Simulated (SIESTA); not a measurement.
**Worked example: self-consistent single point of YB2 (P6/mmm, 3 atoms in the cell) in SIESTA**

Method of the run: GGA PBEsol, numerical atomic orbitals DZP, PseudoDojo PBEsol standard norm-conserving potentials (rewritten from UPF to PSML) in SIESTA.

Input:

```
# files in the folder: Y.psml B.psml (PseudoDojo PBEsol standard)
SystemName  YB2
SystemLabel YB2

NumberOfAtoms                3
NumberOfSpecies              2
%block ChemicalSpeciesLabel
  1 39 Y
  2 5 B
%endblock ChemicalSpeciesLabel
LatticeConstant              1.0 Bohr
%block LatticeVectors
     6.237683581    0.000000000    0.000000000
    -3.118841791    5.401991887    0.000000000
     0.000000000    0.000000000    7.299067156
%endblock LatticeVectors
AtomicCoordinatesFormat      Ang
%block AtomicCoordinatesAndAtomicSpecies
     0.000000000    0.000000000    0.000000000  1
    -0.000001650    1.905741620    1.931250000  2
     1.650421650    0.952869380    1.931250000  2
%endblock AtomicCoordinatesAndAtomicSpecies

XC.functional                GGA
XC.authors                   PBEsol
PAO.BasisSize                DZP
PAO.EnergyShift              0.01 Ry
MeshCutoff                   400 Ry
%block kgrid.MonkhorstPack
    8   0   0  0.0
    0   8   0  0.0
    0   0   6  0.0
%endblock kgrid.MonkhorstPack
OccupationFunction           FD
ElectronicTemperature        1160.45 K

MaxSCFIterations             150
SCF.Mixer.Method             Broyden
SCF.Mixer.Weight             0.25
SCF.Mixer.History            8
SCF.DM.Tolerance             1.0E-04
Diag.ParallelOverK           true
WriteForces                  true
Charge.Mulliken              end
```

Output (repeated stretches shortened):

```
reinit: Reading from file input.fdf

reinit: System Name: YB2
reinit: System Label: YB2

coor:   Atomic-coordinates input format  =     Cartesian coordinates
coor:                                          (in Angstroms)

siesta: Atomic coordinates (Bohr) and species
siesta:      0.00000   0.00000   0.00000  1        1
siesta:     -0.00000   3.60133   3.64953  2        2
siesta:      3.11884   1.80066   3.64953  2        3

siesta: System type = bulk

initatomlists: Number of atoms, orbitals, and projectors:      3    45    34

siesta: ******************** Simulation parameters ****************************
redata: Spin configuration                          = none
redata: Time-Reversal Symmetry                      = T
redata: Number of Atomic Species                    =        2
redata: Mesh Cutoff                                 =   400.0000 Ry
redata: Net charge of the system                    =     0.0000 |e|
redata: Min. number of SCF Iter                     =        0
redata: Max. number of SCF Iter                     =      150
redata: SCF convergence failure will abort job
redata: SCF mix quantity                            = Hamiltonian
redata: Mix DM or H after convergence               =   F
redata: Recompute H after scf cycle                 =   F
redata: Mix DM in first SCF step                    =   T
redata: No kicks to SCF
redata: DM Mixing Weight for Kicks                  =     0.5000
redata: Require Harris convergence for SCF          =   F
redata: Harris energy tolerance for SCF             =     0.000100 eV
redata: Require DM convergence for SCF              =   T
redata: DM tolerance for SCF                        =     0.000100
redata: Require EDM convergence for SCF             =   F
redata: EDM tolerance for SCF                       =     0.001000 eV
redata: Require H convergence for SCF               =   T
redata: Hamiltonian tolerance for SCF               =     0.001000 eV
   [... lines left out ...]
diag: Parallel distribution                         =     1 x     1
diag: Used triangular part                          = Lower
diag: Absolute tolerance                            =  0.100E-15
diag: Orthogonalization factor                      =  0.100E-05
diag: Memory factor                                 =  1.0000

superc: Internal auxiliary supercell:     7 x     7 x     5  =     245
superc: Number of atoms, orbitals, and projectors:    735  11025   8330

                        Single-point calculation

superc: Internal auxiliary supercell:     7 x     7 x     5  =     245
superc: Number of atoms, orbitals, and projectors:    735  11025   8330

outcell: Unit cell vectors (Ang):
        3.300840    0.000000    0.000000
       -1.650420    2.858611    0.000000
        0.000000    0.000000    3.862500

outcell: Cell vector modules (Ang)   :    3.300840    3.300840    3.862500
outcell: Cell angles (23,13,12) (deg):     90.0000     90.0000    120.0000
outcell: Cell volume (Ang**3)        :     36.4458
new_DM -- step:     1
Initializing Density Matrix...

Attempting to read DM from file... Failed...
DM filled with atomic data:

InitMesh: MESH = 36 x 36 x 48 = 62208
InitMesh: Mesh cutoff (required, used) =   400.000   426.823 Ry

stepf: Fermi-Dirac step function
        iscf     Eharris(eV)        E_KS(eV)     FreeEng(eV)     dDmax    Ef(eV) dHmax(eV)
   scf:    1    -1254.387896    -1269.242909    -1269.270372  1.611256 -6.777119  4.932765
   scf:    2    -1271.297448    -1270.446946    -1270.476084  0.086002 -6.879909  2.008639
   scf:    3    -1270.683049    -1270.633368    -1270.662352  0.052594 -6.932690  0.206778
   scf:    4    -1270.604273    -1270.626538    -1270.656101  0.023236 -6.913756  0.364360
   scf:    5    -1270.643202    -1270.638503    -1270.667976  0.008860 -6.927823  0.014093
   scf:    6    -1270.638509    -1270.638506    -1270.667973  0.000305 -6.928156  0.015988
   scf:    7    -1270.638537    -1270.638522    -1270.667987  0.000131 -6.928700  0.009634
   scf:    8    -1270.638535    -1270.638529    -1270.667992  0.000082 -6.929032  0.006191
   scf:    9    -1270.638535    -1270.638532    -1270.667994  0.000056 -6.929256  0.003812
   scf:   10    -1270.638536    -1270.638535    -1270.667995  0.000066 -6.929492  0.000570
SCF Convergence by DM+H criterion
max |DM_out - DM_in|         :     0.0000664539
max |H_out - H_in|      (eV) :     0.0005698373
SCF cycle converged after 10 iterations

Using DM_out to compute the final energy and forces

siesta: E_KS(eV) =            -1270.6385

siesta: E_KS - E_eggbox =     -1270.6385

siesta: Atomic forces (eV/Ang):
     1   -0.000000   -0.000000    0.000000
     2    0.000022   -0.000012   -0.000000
     3   -0.000022    0.000012    0.000000
   Tot   -0.000000   -0.000000   -0.000000
   Max    0.000022
   Res    0.000012    sqrt( Sum f_i^2 / 3N )
   Max    0.000022    constrained

Stress tensor Voigt[x,y,z,yz,xz,xy] (kbar):       42.45       42.45       69.38        0.00        0.00        0.00
(Free)E + p*V (eV/cell)    -1271.8378
Target enthalpy (eV/cell)    -1270.6680

siesta: Program's energy decomposition (eV):
siesta: Ebs     =      -360.966557
siesta: Eions   =      2042.374052
siesta: Ena     =       501.761500
siesta: Ekin    =       419.880009
siesta: Enl     =       120.160226
siesta: Eso     =         0.000000
siesta: Edftu   =         0.000000
siesta: DEna    =        11.692986
siesta: DUscf   =         0.521817
siesta: DUext   =         0.000000
siesta: Ex      =      -255.473827
siesta: Ec      =       -26.807193
siesta: Exc     =      -282.281019
siesta: Eharris =     -1270.638536
siesta: Etot    =     -1270.638535
siesta: FreeEng =     -1270.667995

siesta: Stress tensor (static) (eV/Ang**3):
siesta:     0.026493    0.000001    0.000000
siesta:     0.000001    0.026495    0.000000
siesta:     0.000000    0.000000    0.043302

siesta: Cell volume =         36.445845 Ang**3

siesta: Pressure (static):
siesta:                Solid            Molecule  Units
siesta:          -0.00034958         -0.00034957  Ry/Bohr**3
siesta:          -0.03209669         -0.03209626  eV/Ang**3
siesta:         -51.42456734        -51.42387807  kBar

mulliken: Atomic and Orbital Populations:

Species: Y
Atom  Qatom  Qorb
               4s      5s      5s      4py     4pz     4px     5py     5pz
               5px     4dxy    4dyz    4dz2    4dxz    4dx2-y2 4dxy    4dyz
               4dz2    4dxz    4dx2-y2
   1  9.975   1.779   0.123   0.266   1.862   1.864   1.862   0.368   0.151
              0.368   0.329   0.023   0.047   0.023   0.329   0.035   0.201

              0.111   0.201   0.035

Species: B
Atom  Qatom  Qorb
               2s      2s      2py     2pz     2px     2py     2pz     2px
               3Pdxy   3Pdyz   3Pdz2   3Pdxz   3Pdx2-y2
   2  3.512   0.857   0.188   0.457   0.462   0.457   0.300   0.288   0.300
              0.047   0.036   0.037   0.036   0.047
   3  3.512   0.857   0.188   0.457   0.462   0.457   0.300   0.288   0.300
              0.047   0.036   0.037   0.036   0.047

mulliken: Qtot =       17.000

Mulliken Atomic Populations:
Atom #   charge [q] valence [e]  Species
     1     1.024633    9.975367  Y
     2    -0.512317    3.512317  B
     3    -0.512316    3.512316  B
 Total     0.000000
```

The run converged in 10 iterations.

The starting cell comes from a database of computed structures (which also holds hypothetical and non-ambient phases and stackings), without a prior relaxation at this level. Values carry the incompleteness of an atom-centred basis. With a pressure of about -5 GPa the cell is away from its equilibrium volume at this level.
